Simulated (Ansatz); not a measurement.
A user runs Ansatz (a first-principles code) on Cl (Cmce, 4 atoms in the cell) and asks whether the run is sound. The aim is a self-consistent single point with DFT, PBE, plane waves, PAW files.

Cell that was meant: a = 3.7740 Å, b = 3.7740 Å, c = 8.1163 Å, α = 90.00°, β = 90.00°, γ = 108.65°.

Part of the input:

```yaml
  occupations:
    method: fermi_dirac
    width: 0.02 eV
  convergence:
    dr2_threshold: 1.0e-02 eV
output:
  forces: true
  eigenvalues: true
```

Output, abridged:

```
   [... lines left out ...]
Bands: 18, of which v1, the nominal top of the filled ones, is band 14 counted from 1 (13 counted from 0)
Symmetry: 8 space group operations
Space group: Cmce (ITA 64), of the structure as read, at distance tolerance 4.8e-5 Å
k-points: 63 of 256
Initial density: superposition of atomic densities (chi_scale 0.1, normalization cell)
Initial wavefunctions: pseudopotential atomic-orbital guess
Eigensolver: davidson
Functional: x = pbe(κ = 0.804, μ = 0.2195149727645171), c = pbe(β = 0.06672455060314922)
SCF iter   1: F=—  HF=-4318.363858 eV  |F-HF|=—  |Δ(HF+E_count)|=         —  Δρ=4.92e-2  dr2=1.39e0  ethr=3.10e-3  ⟨swp⟩=8.1  Hψ=7743  notcnv=0
all-band conjugate gradients solve this SCF's bands
preconditioner: auto → Resta (q_TF=auto, 2.174 Å⁻¹)
SCF iter   2: F=—  HF=-4317.973625 eV  |F-HF|=—  |Δ(HF+E_count)|=   3.90e-1  Δρ=2.48e-2  dr2=3.70e-1  ethr=3.10e-3  ⟨swp⟩=2.0  Hψ=1801  notcnv=0
   [... lines left out ...]
iter 5 did not close the SCF: its close was put off for the readings that it lacked (scf_convergence_deferred on its scf_iter line)
SCF iter   5: F=-4317.863002 eV  HF=-4317.862995 eV  |F-HF|=6.59e-6  |Δ(HF+E_count)|=   3.59e-4  Δρ=1.13e-4  dr2=1.20e-5  ethr=1.28e-6  ⟨swp⟩=2.3  Hψ=2002  notcnv=0
SCF iter   6: F=-4317.863004 eV  HF=-4317.863003 eV  |F-HF|=5.40e-7  |Δ(HF+E_count)|=   8.17e-6  Δρ=2.61e-5  dr2=4.97e-7  ethr=4.27e-8  ⟨swp⟩=3.4  Hψ=5031  notcnv=0
SCF 1 converged in 6 iterations: F = -4317.863004 eV  dr2 = 4.97e-7
Free energy (F): -4317.863004 eV
Internal energy: -4317.863004 eV  (E = F + TS)
E sigma→0 (E₀):  -4317.863004 eV
Fermi energy:    2.253695 eV
--- Forces (eV/Å), atoms counted from 1 ---
  atom   1  Cl    -0.23207491    -0.00000000    -0.43746179
  atom   2  Cl     0.23207491    -0.00000000    -0.43746179
  atom   3  Cl    -0.23207491     0.00000000     0.43746179
  atom   4  Cl     0.23207491     0.00000000     0.43746179
--- Stress (GPa, compression-positive) ---
        1.662578       0.000000      -0.000000
        0.000000       1.766005       0.000000
       -0.000000       0.000000       2.706750
  P = ⅓ Tr σ = 2.0451 GPa (20.451 kbar)
  The stress holds the Pulay correction. Without it, at fixed plane waves, as pw.x and ABINIT print it: P = 2.0398 GPa
```

### Question
Is this run sound? If not, what is wrong?

### Answer
The compared values did not move, but the log warns. The input holds a convergence threshold that is too loose, which can do harm: a loop that stops early leaves an energy error of second order in the density error, but errors of first order in forces and stress. The run converged in 6 iterations, and against the sound input the free energy is nearly the same (within 1 meV/atom), the pressure stays at 2.05 GPa, the largest force stays at 0.495 eV/Å and the gap on the mesh stays at 2.581 eV. The full log also holds (shortened here): “iter 4 did not close the SCF: its close was put off for the readings that it lacked (scf_convergence_deferred on its scf_iter line)” and “iter 5 did not close the SCF: its close was put off for the readings that it lacked (scf_convergence_deferred on its scf_iter line)”.

The sound input it was made from differs as follows (other fixes are possible):
```diff
-  convergence:
-    dr2_threshold: 1.0e-02 eV
```

With that input, the run converged in 7 iterations: free energy E − TS (on the zero of these files) -4317.8630 eV; top of the valence band (on the code's own zero) 0.95 eV; gap on the k-point mesh 2.58 eV; pressure 2.05 GPa; largest force (vector length) 0.495 eV/Å (DFT, PBE, plane waves, PAW files).

On the sound input: the starting cell has typed, rounded lattice constants, without a prior relaxation at this level. Its lattice was rescaled by a random factor within 2.5 % of one. Ansatz's pressure includes its estimate of the finite-basis (Pulay) stress.

Keys are those of Ansatz 0.2.
